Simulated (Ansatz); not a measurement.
The starting structures come from a database of crystals and need not be the phases stable at ambient conditions.

 Where the default PAW files enter, the runs use the earlier of Ansatz's two default sets.

Data:

```yaml
crystal:
  lattice:
    - [5.64750, 0.00000, 0.00000]
    - [2.82375, 6.32722, 0.00000]
    - [0.00000, 2.52040, 5.05389]
  atoms:
    - { symbol: Zn, position: [0.75000, 0.50000, 0.25000] }
    - { symbol: Zn, position: [0.00000, 0.00000, 0.00000] }
    - { symbol: Sn, position: [0.25000, 0.50000, 0.75000] }
    - { symbol: Sn, position: [0.50000, 0.00000, 0.50000] }
    - { symbol: P, position: [0.87500, 0.75000, 0.35362] }
    - { symbol: P, position: [0.10362, 0.25000, 0.12500] }
    - { symbol: P, position: [0.37500, 0.75000, 0.89638] }
    - { symbol: P, position: [0.64638, 0.25000, 0.62500] }
```

Space group of this cell: I-42d, chalcopyrite. The cell is taken as given.

Method: r2SCAN (plane waves, PAW; Ansatz, an electronic-structure program).

The current runs along the normal of the first two printed vectors; no spin-orbit coupling. Scaled by the factor s: all lengths (ions clamped). Meshes 6×6×6 and 6×6 across the current in all rows.

```json
[
 {"s": "0.98", "mean pressure (GPa)": "5.4", "band gap (eV)": "1.51"},
 {"s": "1.00", "mean pressure (GPa)": "0.1", "band gap (eV)": "1.26"},
 {"s": "1.02", "mean pressure (GPa)": "-3.8", "band gap (eV)": "?"}
]
```

Take the slope of the band gap against ln s from the two given rows, extrapolate to s = 1.02, and say what the run there gives.

Slope = (1.51 − 1.26) / ln 0.98 = -12.4 eV. The line gives 1.26 + (-12.4) × ln 1.02 = 1.01 eV. The run gives 0.92 eV, 0.09 eV under the line, 39 % of the predicted step.
